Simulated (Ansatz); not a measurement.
Cubic perovskite CsHgBr₃ (idealised or unconfirmed structure), treated with r²SCAN+SOC in Ansatz (plane waves, PAW).

Numerical settings: plane-wave cutoff 560 eV, 10×10×10 k mesh, Fermi–Dirac smearing 0.05 eV, PAW data made under PBE.

Computed at the level's own relaxed cell.

Task: Estimate the volume per atom, bulk modulus, lattice parameter a and pressure derivative B′ of the bulk modulus that the calculation returns.

Result: 
- volume per atom = 34.99 Å³/atom
- bulk modulus = 28.1 GPa
- lattice parameter a = 5.593 Å
- pressure derivative B′ of the bulk modulus = 5.2

The run finds no gap.

Note: the relaxation could not lower the start's symmetry, so the cell can be a saddle point above a distorted one.

Cost on a shared machine: roughly 80 core-minutes.

Ansatz is a quantum-chemistry and plane-wave program.
